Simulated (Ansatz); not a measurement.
# Cost against accuracy: basis.ecutwfc for Ti3Al (P6_3/mmc, 8 atoms in the cell)

Cell: a = 5.9703 Å, b = 5.9703 Å, c = 4.7886 Å, α = 90.00°, β = 90.00°, γ = 120.00°.

Method: LDA (PW92), default PAW files made with PBE (plane waves; Ansatz, a quantum-chemistry and plane-wave program).

Base settings: basis.ecutwfc = 420 eV; kpoints.mp_grid.grid = 5 5 5; hamiltonian.xc = lda; hamiltonian.pseudopotentials = {kind: paw} (the program's default PAW files); scf.occupations.method = methfessel_paxton; scf.occupations.width = 0.136 eV.

Misses are taken against the tightest run, 840 eV, which need not be fully converged itself. The energy is the free energy per atom.

The count of work is k-points × plane waves × bands × iterations; it is no time, and leaves out set-up, grids and terms that scale otherwise. 

Ansatz's pressure holds its estimate of the finite-basis (Pulay) stress, which hides part of the cutoff error; the uncorrected pressure shows it.

The starting cell was generated: these elements placed on a structure prototype, without a prior relaxation; it need not be a known phase or ordering of this composition. Its lattice was rescaled by a random factor within 2.5 % of one. Spin polarisation is off. In the base run, with a pressure of about -15 GPa the cell is away from its equilibrium volume at this level. Ansatz's pressure includes its estimate of the finite-basis (Pulay) stress.

The runs (basis.ecutwfc): 170 eV | 210 eV | 250 eV | 295 eV | 335 eV | 380 eV | 420 eV | 485 eV | 545 eV | 630 eV | 735 eV | 840 eV.

Which is the coarsest setting among those run that, with all tighter ones, holds the energy within 2 meV/atom of the reference, and what does it save?

420 eV, off by 0.84 meV/atom; it needs 0.35 of the reference's count of work.

Which is the coarsest setting among those run that, with all tighter ones, holds the energy within 0.5 meV/atom of the reference, and what does it save?

545 eV, off by 0.43 meV/atom; its saving against the reference is no more than about a factor of 2 in the count of work.

What does the step from 250 eV to 485 eV buy?

It takes the miss in the energy from 840 to 0.55 meV/atom, for 2.7 times the count of work.

```tsv
basis.ecutwfc	energy less reference (meV/atom)	pressure less reference (GPa)	largest difference in the force on any atom (eV/Å)	uncorrected pressure less reference (GPa)	count of work / reference
170 eV	10372.16	4.29	0.452	-287.18	0.10
210 eV	3069.72	1.85	0.497	-115.46	0.12
250 eV	837.44	-1.18	0.187	-42.19	0.16
295 eV	162.70	-0.26	0.031	-11.11	0.21
335 eV	29.58	0.12	0.002	-2.56	0.25
380 eV	3.19	0.02	0.000	-0.31	0.30
420 eV	0.84	0.00	0.000	-0.03	0.35
485 eV	0.55	0.00	0.000	0.00	0.45
545 eV	0.43	0.00	0.000	0.00	0.53
630 eV	0.20	0.00	0.000	0.00	0.65
735 eV	0.07	0.00	0.000	0.00	0.82
840 eV	0.00	0.00	0.000	0.00	1.0
```

Keys are those of Ansatz 0.2.
